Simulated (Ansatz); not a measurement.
Consider HfS2 in the CdI2 type structure (space group P-3m1, No. 164; a = 3.547 Å, c = 5.577 Å; layered, stacked along the Cartesian z axis). Axes: x lies along a and z along c of the hexagonal cell.

One thing is altered: uniaxial strain ε_xx = +1.50 %, all other strain components held at zero; the atoms relax in the strained cell.

The values are results of PBEsol-D3(BJ) (Ansatz, a quantum-chemistry and plane-wave program), spin-orbit coupling left out, not measurements.

### Question
Give the band edges at the high-symmetry points of the new zone, measured from its valence-band maximum.

### Answer
```tsv
point	valence edge (eV)	conduction edge (eV)
Γ	0.00	1.52
C	-1.94	2.20
C₂	-1.94	2.20
Y₂	-1.87	0.65
M₂	-1.03	0.55
D	-2.14	2.48
D₂	-2.14	2.48
A	-0.56	1.44
L₂	-1.05	0.50
V₂	-1.75	0.68
```

The gap is 0.50 eV, indirect, Γ → L₂.

Spin-orbit coupling, missing from the scalar runs, can matter with Hf. No phonon test of stability was made. Labels are those of the standard path for the cell's own space group.
